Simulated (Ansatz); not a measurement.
**fcc Al (0 0 1) on cubic KTaO3 (0 0 1) (film strained to the substrate, faces as cut)**

A periodic stack without vacuum, fcc Al (0 0 1) on cubic KTaO3 (0 0 1) (film strained to the substrate, faces as cut): substrate slab K4O10Ta3, film Al12, surface cells [[0, 1], [-1, 0]] and [[0, -1], [2, 1]], film strained by -0.4 and -0.4 %, faces KO/KO and Al/Al as cut (like faces can put a slab off its formula).

The start was prepared with a machine-learned potential, and the result is one local minimum, with the in-plane cell held and forces under 0.04 eV/Å; the film can end far from its bulk form.

Level of theory: PBE (plane waves to 420 eV, PAW; Ansatz, a first-principles code). Spin–orbit coupling is left out; the runs are not spin-polarised; PBE gaps are too small against experiment. Its k-point mesh 8×8×1, Fermi–Dirac width 0.05 eV.

interface area: 16.2 Å²
period: 27.77 Å
gaps between the outermost planes at the two interfaces: 1.83 and 1.83 Å
Al–K contacts across the interfaces within 1.22 times the sum of covalent radii: 10, mean 3.43 Å
Al–O contacts across the interfaces within 1.22 times the sum of covalent radii: 2, mean 1.83 Å

```
CELL_PARAMETERS angstrom
      4.02408     0.00052     0.06927
      0.00051     4.02408    -0.06945
      1.47864     0.53235    27.79307
ATOMIC_POSITIONS crystal
  K  0.08750 0.01898 0.05772
  O  0.59170 0.51931 0.04967
  K  0.01988 0.01731 0.19602
  Ta 0.55570 0.51820 0.12297
  O  0.05561 0.51823 0.12323
  O  0.55558 0.01831 0.12324
  O  0.52034 0.51754 0.19525
  K  0.94948 0.01590 0.33970
  Ta 0.48453 0.51635 0.26786
  O  0.98475 0.51665 0.26786
  O  0.48468 0.01678 0.26786
  O  0.44917 0.51618 0.34047
  K  0.88201 0.01461 0.47799
  Ta 0.41380 0.51528 0.41276
  O  0.91386 0.51544 0.41248
  O  0.41386 0.01554 0.41247
  O  0.37782 0.51520 0.48604
  Al 0.78959 0.52365 0.65700
  Al 0.29020 0.02420 0.65636
  Al 0.34527 0.51581 0.55203
  Al 0.82360 0.02246 0.58924
  Al 0.71630 0.52397 0.80528
  Al 0.21702 0.02401 0.80374
  Al 0.25337 0.52419 0.73043
  Al 0.75266 0.02388 0.73197
  Al 0.62433 0.52040 0.98367
  Al 0.14602 0.02252 0.94648
  Al 0.18001 0.52354 0.87870
  Al 0.67942 0.02360 0.87935
```
